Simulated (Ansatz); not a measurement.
The structure below was relaxed with Ansatz (a first-principles code), PBEsol, PAW, cutoff 420 eV, without spin-orbit coupling.

```yaml
crystal:
  lattice:
    - [5.14241, 0.00000, 0.00000]
    - [0.00000, 5.14241, 0.00000]
    - [0.00000, 0.00000, 5.14241]
  atoms:
    - { symbol: Cu, position: [0.75000, 0.75000, 0.75000] }
    - { symbol: Cu, position: [0.75000, 0.25000, 0.25000] }
    - { symbol: Cu, position: [0.25000, 0.75000, 0.25000] }
    - { symbol: Cu, position: [0.25000, 0.25000, 0.75000] }
    - { symbol: Se, position: [0.00000, 0.00000, 0.00000] }
    - { symbol: Se, position: [0.50000, 0.50000, 0.50000] }
```

Task: Find the space group and the Wyckoff positions.

Result: Space group Pn-3m, origin choice 1 (No. 224); a = 5.142 Å, b = 5.142 Å, c = 5.142 Å, α = 90.00°, β = 90.00°, γ = 90.00°

```
atom  site  symmetry       x       y       z
----  ----  --------  ------  ------  ------
Cu      4c      .-3m  0.7500  0.7500  0.7500
Se      2a      -43m  0.0000  0.0000  0.0000
```

Task: Describe the coordination.

Result: The crystal has 6 atoms in its conventional cell. Cell: a = b = c = 5.1424 Å, α = β = γ = 90.00°. Cu is coordinated by 2 Se at 2.227 Å (linear). Se sees 4 Cu at 2.227 Å (tetrahedral). (Neighbours: up to the widest gap in distance over summed covalent radii, below 1.35, at either atom; cation-cation and far metal-metal contacts left out.)

No phonon test of stability was made. All final runs are without spin polarisation. The cell was made from Cu2O by this change: O → Se; the result is a hypothetical phase, not in the database extracts checked.
